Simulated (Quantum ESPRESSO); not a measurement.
Quantum ESPRESSO run on HfC (I4mm, 2 atoms in the cell): self-consistent single point.

Method of the run: LDA (PZ), PSlibrary PAW (LDA) pseudopotentials (plane waves; Quantum ESPRESSO).

The change in words: lattice scaled by 0.98; K_POINTS: automatic 7 7 7 0 0 0 → automatic 6 6 6 0 0 0. Reference geometry:
```yaml
crystal:
  lattice:
    - [0.00000, 2.33160, 2.33160]
    - [2.33160, 0.00000, 2.33160]
    - [2.33160, 2.33160, 0.00000]
  atoms:
    - { symbol: Hf, position: [0.01072, 0.01072, 0.98928] }
    - { symbol: C, position: [0.50000, 0.50000, 0.50000] }
```

Reference input (self-consistent single point, DFT, LDA (PZ), plane waves, PSlibrary PAW (LDA) pseudopotentials): ecutwfc = 55 Ry; ecutrho = 495 Ry; occupations = smearing; smearing = fermi-dirac; degauss = 0.0073499 Ry; potentials = {Hf: Hf.pz-spn-kjpaw_psl.1.0.0.UPF, C: C.pz-n-kjpaw_psl.1.0.0.UPF}; K_POINTS = automatic 7 7 7 0 0 0; conv_thr = 1e-10 Ry; mixing_beta = 0.4. This run's input differs from it in these lines:

```diff
@@ -30,7 +30,7 @@
 K_POINTS automatic
-7 7 7  0 0 0
+6 6 6  0 0 0
 CELL_PARAMETERS angstrom
-   0.00000000     2.33160000     2.33160000
-   2.33160000     0.00000000     2.33160000
-   2.33160000     2.33160000     0.00000000
+   0.00000000     2.28496800     2.28496800
+   2.28496800     0.00000000     2.28496800
+   2.28496800     2.28496800     0.00000000
```

Log, with long lists cut:

```
     Self-consistent Calculation

     iteration #  1     ecut=    55.00 Ry     beta= 0.40

---- Real-time Memory Report at c_bands before calling an iterative solver
           143 MiB given to the printing process from OS
            34 MiB allocation reported by mallinfo(arena+hblkhd)
------------------

     total energy              =    -696.04604669 Ry
     estimated scf accuracy    <       0.60036000 Ry

     iteration #  2     ecut=    55.00 Ry     beta= 0.40

---- Real-time Memory Report at c_bands before calling an iterative solver
           168 MiB given to the printing process from OS
   [... lines left out ...]

---- Real-time Memory Report at c_bands before calling an iterative solver
           171 MiB given to the printing process from OS
            61 MiB allocation reported by mallinfo(arena+hblkhd)
------------------

     total energy              =    -696.22082135 Ry
     estimated scf accuracy    <          1.9E-10 Ry

     iteration # 16     ecut=    55.00 Ry     beta= 0.40

---- Real-time Memory Report at c_bands before calling an iterative solver
           171 MiB given to the printing process from OS
            61 MiB allocation reported by mallinfo(arena+hblkhd)
------------------
     End of self-consistent calculation

     the Fermi energy is    15.8732 ev

!    total energy              =    -696.22082135 Ry
     estimated scf accuracy    <          4.9E-11 Ry
     smearing contrib. (-TS)   =      -0.00082181 Ry
     internal energy E=F+TS    =    -696.21999954 Ry

      -> PAW hartree energy AE =      60.90674473 Ry
      -> PAW hartree energy PS =     -60.84671472 Ry
      -> PAW xc energy AE      =    -605.47065327 Ry
      -> PAW xc energy PS      =      43.33242183 Ry
      -> total E_H with PAW    =      12.59161615 Ry
      -> total E_XC with PAW   =    -608.12209466 Ry

     convergence has been achieved in  16 iterations

     Forces acting on atoms (cartesian axes, Ry/au):

     atom    1 type  1   force =    -0.00000000    0.00000000   -0.01444573
     atom    2 type  2   force =     0.00000000   -0.00000000    0.01444573

     Total force =     0.020429     Total SCF correction =     0.000000

          total   stress  (Ry/bohr**3)                   (kbar)     P=      -21.27
  -0.00016045  -0.00000000   0.00000000          -23.60       -0.00        0.00
  -0.00000000  -0.00016045   0.00000000           -0.00      -23.60        0.00
   0.00000000   0.00000000  -0.00011289            0.00        0.00      -16.61

   JOB DONE.
```

The run converged in 16 iterations. Against the reference run the free energy goes down by 40.0 meV/atom, the pressure goes from -16.16 to -2.13 GPa and the largest force goes from 0.322 to 0.371 eV/Å.

The starting cell has typed, rounded lattice constants, without a prior relaxation at this level. Its lattice was rescaled by up to half a per cent. One atom was moved a little off its site on purpose. For this run, on top of that: lattice scaled by 0.98.
